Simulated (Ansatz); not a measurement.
For Al3Pt2 (P-3m1, No. 164; structure not from a measured cell), LDA in Ansatz (plane waves, PAW) gives:

```
Item                   Value
-------------------  -------
lattice constant a   4.174 Å
lattice parameter c  5.149 Å
```

Task: What does r²SCAN (PAW; Ansatz, a quantum-chemistry and plane-wave program) give for the same quantities?

Result: 
- lattice constant a: 4.211 Å (grows by 0.9 %)
- lattice parameter c: 5.191 Å (grows by 0.8 %)

Changes are worked out from the printed values.

Unless a cell is named, each level is at its own relaxed cell (LDA 15.54, r²SCAN 15.94 Å³/atom).

Levels without +SOC leave out spin–orbit coupling, which shifts energies and cells of such heavy elements.

Caveats: the relaxation could not lower the start's symmetry, so the cell can be a saddle point above a distorted one (LDA, r²SCAN). Ansatz's density-functional and Hartree–Fock values are scalar-relativistic unless marked +SOC, with PAW data made under PBE.
